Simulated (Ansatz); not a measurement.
Take Mg$_{2}$Sn (space group Fm-3m, No. 225; a = 6.664 Å; relaxed with 0.1 eV smearing) as the base.

The values are results of LDA/PAW in Ansatz (a quantum-chemistry and plane-wave program), spin-orbit coupling left out, not measurements.

Base values:

The pressure is 0.0 GPa and the band gap is zero.

Now apply this change: every lattice vector is stretched by 2.50 %, atoms relaxed at fixed cell.

### Question
What does the calculation give for the pressure after the change?

### Answer
The pressure goes from zero to -2.9 GPa.

### Question
Estimate the effect on the band gap.

### Answer
The band gap remains zero.

The cells carry an imposed strain or load. Whether these cells are dynamically stable was not tested.
